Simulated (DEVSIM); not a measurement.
Structure: Ru/SiO2/n-Si capacitor, at 300 K.

Layer 1 from the left is SiO2, thickness (nm) 5.20. Layer 2 from the left is Si, thickness (nm) 1400, Nd (cm⁻³) 1.7e17.

Metal gate on the left, work function 4.7 eV. Fixed charge at the semiconductor interface -1.3e10 cm⁻² (in units of +e); no interface traps.

This is a model device: material constants are rounded textbook-type values typed into the input, and sizes, dopings and lifetimes were drawn at random. Values at 300 K.

SiO2: gap (eV) 9, affinity (eV) 0.9, permittivity 3.9. Si: gap (eV) 1.124, affinity (eV) 4.05, permittivity 11.7, Nc (cm⁻³) 2.86e19, Nv (cm⁻³) 3.1e19.

### Question
Estimate by hand the flat-band voltage, the threshold voltage, and compare with a numerical solution.

### Answer

- Flat-band voltage: C = 0.664 μF/cm², work-function difference 0.517 V; VFB = φms − qNf/C = 0.52 V; numerical 0.52 V.
- Threshold voltage: φF = 0.428 V, depletion charge √(4εqNφF) = 2.20e-7 C/cm²; VT = VFB − 2φF − Qd/C = -0.67 V; numerical -0.67 V.

Model (solved in DEVSIM): 1D Poisson equation in equilibrium, Boltzmann statistics, complete ionisation; no quantum confinement or tunnelling. Metal contacts follow the ideal Schottky-Mott rule: no Fermi-level pinning, no interface dipoles.
